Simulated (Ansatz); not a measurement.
The parent structure is AgCl in the rock salt structure (space group Fm-3m, No. 225).

```
AgCl
1.0
    0.00000     2.72374     2.72374
    2.72374     0.00000     2.72374
    2.72374     2.72374     0.00000
Ag Cl
1 1
Direct
  0.00000   0.00000   0.00000
  0.50000   0.50000   0.50000
```

Cartesian axes are those of the cell as printed.

Computed with plane-wave PAW DFT at the PBEsol level (Ansatz, a quantum-chemistry and plane-wave program, 420 eV), spin-orbit coupling left out.

Before the change:

| Property | Value |
|---|---|
| Valley order | Γ 0.72 eV; X along ⟨100⟩ 2.13 eV |

One thing is altered: tensor shear ε_xy = +1.43 % (engineering shear γ = 0.0286), atoms relaxed at fixed cell.

Problem. What happens to the stress and valley order?

Solution. The stress (xx, yy, zz, yz, xz, xy; compression positive) comes out as (0.00, 0.00, -0.01, 0.00, 0.00, -0.13) GPa; the valley order (the lowest conduction-band minima on the path, energy above the VBM, named in the base's zone) changes from Γ 0.72 eV; X along ⟨100⟩ 2.13 eV to Γ 0.70 eV; X along [001] 2.10 eV; X along [100] 2.11 eV.

The levels and masses belong to the bands next to the band gap. The cells carry an imposed strain or load. Stability against distortions was not tested.
